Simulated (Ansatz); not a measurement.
Results of PBE0 in Ansatz (plane waves, PAW) for SnS (P-1, No. 2, 4 atoms in the cell; start mp-727322; a measured phase of this formula has another space group).

Numerical settings: plane-wave cutoff 500 eV, 6×6×1 k mesh (along the axes of the cell as run), gaussian smearing 0.02 eV, scalar-relativistic PAW data made under PBE.

Cell (relaxed with PBEsol):

```
SnS
1.0
    4.05630    -0.00032     0.00413
    0.00031     4.05631     0.00378
    0.13540     1.53500    10.82971
Sn S
2 2
Direct
  0.25472   0.29971   0.36953
  0.74528   0.70029   0.63047
  0.24620   0.20988   0.60532
  0.75380   0.79012   0.39468
```

Problem. Give the computed band gap.

Solution. 
* **band gap**: 2.88 eV (on the SCF k mesh)

Note: cell and atoms aren't relaxed at this level (pressure 0.6 GPa); the cell has widely spaced layers and the level no dispersion term, so their spacing and the moduli can rest on weak binding.

Spin–orbit coupling is not included.

Cost on a shared machine: roughly 7 core-minutes.

A start named mp-… is a Materials Project structure, which need not be a measured phase.

Ansatz is a program for electronic structure.
